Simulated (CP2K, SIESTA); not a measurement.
A SIESTA input for a self-consistent single point of Ca (Fm-3m, 1 atom in the cell) (DFT, GGA PBEsol, numerical atomic orbitals DZP, PseudoDojo PBEsol standard norm-conserving potentials (rewritten from UPF to PSML)):

```
# files in the folder: Ca.psml (PseudoDojo PBEsol standard)
SystemName  Ca
SystemLabel siesta

NumberOfAtoms                1
NumberOfSpecies              1
%block ChemicalSpeciesLabel
  1 20 Ca
%endblock ChemicalSpeciesLabel
LatticeConstant              3.945656 Ang
%block LatticeVectors
     0.000000000    0.707106752    0.707106752
     0.707106752    0.000000000    0.707106752
     0.707106752    0.707106752    0.000000000
%endblock LatticeVectors
AtomicCoordinatesFormat      Fractional
%block AtomicCoordinatesAndAtomicSpecies
     0.000000000    0.000000000    0.000000000  1
%endblock AtomicCoordinatesAndAtomicSpecies

XC.functional                GGA
XC.authors                   PBEsol
PAO.BasisSize                DZP
PAO.EnergyShift              0.01 Ry
MeshCutoff                   350 Ry
%block kgrid.MonkhorstPack
    8   0   0  0.0
    0   8   0  0.0
    0   0   8  0.0
%endblock kgrid.MonkhorstPack
OccupationFunction           MP
OccupationMPOrder            0
ElectronicTemperature        2320.9 K

MaxSCFIterations             150
SCF.Mixer.Method             Pulay
SCF.Mixer.Weight             0.1
SCF.Mixer.History            6
SCF.DM.Tolerance             1.0E-05
Diag.ParallelOverK           true
WriteForces                  true
Charge.Mulliken              end
```

Q: Write the same calculation as an input for CP2K.

A: One input that does it (others would too):

```
&GLOBAL
  PROJECT run
  RUN_TYPE ENERGY_FORCE
  PRINT_LEVEL LOW
&END GLOBAL
&FORCE_EVAL
  METHOD Quickstep
  STRESS_TENSOR ANALYTICAL
  &DFT
    BASIS_SET_FILE_NAME BASIS_MOLOPT_UCL
    POTENTIAL_FILE_NAME GTH_POTENTIALS
    &QS
      METHOD GPW
      EPS_DEFAULT 1E-11
    &END QS
    &MGRID
      CUTOFF 500
      REL_CUTOFF 50
      NGRIDS 5
    &END MGRID
    &SCF
      SCF_GUESS ATOMIC
      EPS_SCF 1E-7
      MAX_SCF 100
      ADDED_MOS 4
      &DIAGONALIZATION
        ALGORITHM STANDARD
      &END DIAGONALIZATION
      &MIXING
        METHOD BROYDEN_MIXING
        ALPHA 0.2
        NBUFFER 8
        BETA 1.5
      &END MIXING
      &SMEAR ON
        METHOD GAUSSIAN
        SIGMA [eV] 0.2
      &END SMEAR
    &END SCF
    &KPOINTS
      SCHEME MONKHORST-PACK 8 8 8
      GAMMA_CENTERED T
    &END KPOINTS
    &XC
      &XC_FUNCTIONAL
        &PBE
          PARAMETRIZATION PBESOL
        &END PBE
      &END XC_FUNCTIONAL
    &END XC
    &PRINT
      &MO
        EIGENVALUES T
        OCCUPATION_NUMBERS T
        NDIGITS 8
        FILENAME mo
        &EACH
          QS_SCF 0
        &END EACH
        ADD_LAST NUMERIC
      &END MO
      &MULLIKEN OFF
      &END MULLIKEN
    &END PRINT
  &END DFT
  &SUBSYS
    &CELL
      A 3.94565600 0.00000000 0.00000000
      B 1.97282800 3.41703800 0.00000000
      C 1.97282800 1.13901300 3.22161500
      PERIODIC XYZ
    &END CELL
    &COORD
      Ca       0.00000000     0.00000000     0.00000000
    &END COORD
    &KIND Ca
      BASIS_SET TZVP-MOLOPT-SR-GTH-q10
      POTENTIAL GTH-PBE-q10
    &END KIND
  &END SUBSYS
  &PRINT
    &FORCES ON
    &END FORCES
    &STRESS_TENSOR ON
    &END STRESS_TENSOR
  &END PRINT
&END FORCE_EVAL
```

Basis settings and potentials, where a program has them, do not carry over. This input uses DFT PBEsol, GPW, TZVP-MOLOPT-SR-GTH basis, GTH-PBE potentials (GTH_POTENTIALS). Both were run: pressure 3.03 GPa in SIESTA and -0.99 in CP2K.

On SIESTA: the starting cell has typed, rounded lattice constants, without a prior relaxation at this level. Values carry the incompleteness of an atom-centred basis. With a pressure of about 3 GPa the cell is away from its equilibrium volume at this level.

On CP2K: the starting cell has typed, rounded lattice constants, without a prior relaxation at this level. Values carry the incompleteness of an atom-centred basis. The potentials were made for another functional than the one used.
